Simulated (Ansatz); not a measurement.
How the smallest direct gap on the k points sampled of Ca3GeO (Imma, No. 74, 10 atoms in the cell; start mp-17193) moves with the method

No measured value is used here.

```
level (code)     value (eV)
---------------  ----------
PBEsol (Ansatz)        0.03
HSE06 (Ansatz)         0.60
PBE0 (Ansatz)          1.10
```

Computed values are for a static lattice. Spin–orbit coupling is included only where a level's name says +SOC; with heavier elements it mostly lowers gaps and can invert bands.  Values are at the PBEsol cell. Cutoffs and k meshes differ between the levels. Ansatz's density-functional and Hartree–Fock values are scalar-relativistic unless marked +SOC, with PAW data made under PBE.

A start named mp-… is a Materials Project structure, which need not be a measured phase.

Ansatz is a program for electronic structure.
